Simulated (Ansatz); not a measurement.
## Er5Si3 (P6₃/mcm, No. 193; cell taken from a computed entry)

All values below come from r²SCAN+rVV10 in Ansatz (plane waves, PAW).

Numerical settings: plane-wave cutoff 500 eV, 6×6×6 k mesh, Fermi–Dirac smearing 0.05 eV, spin-polarised start, scalar-relativistic PAW data made under PBE.

Cell: relaxed at this level.

```yaml
volume_per_atom: 23.40 Å³/atom
equilibrium_lattice_constant_a: 8.310 Å
c axis length: 6.262 Å
```

Note: the magnetic order was assumed, not searched for or taken from measurement; the relaxation could not lower the start's symmetry, so the cell can be a saddle point above a distorted one; the 4f shell is treated without U or exact exchange, so its levels and filling can be wrong.

Spin–orbit coupling is not included.

Static lattice: no zero-point or thermal effects.

Ansatz is a first-principles code.
